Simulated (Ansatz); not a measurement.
**How the elastic constant C11 of CsCl-type NiAl moves with the method**

No measured value is used here.

| level (code) | value (GPa) | cell (Å³/atom) |
|---|---|---|
| LDA (Ansatz) | 242 | 11.36 |
| PBE (Ansatz) | ___ | 12.11 |
| PBEsol (Ansatz) | 225 | 11.72 |
| r²SCAN (Ansatz) | 233 | 11.74 |

**Question.** Complete the blanks.

**Answer.** 
- PBE (Ansatz, a quantum-chemistry and plane-wave program), value (GPa): 205

The crystal itself was run without spin with LDA, PBE, PBEsol, r²SCAN. Each level is taken at its own relaxed cell. Cutoffs differ between the levels. Ansatz's density-functional and Hartree–Fock values are scalar-relativistic unless marked +SOC, with PAW data made under PBE.
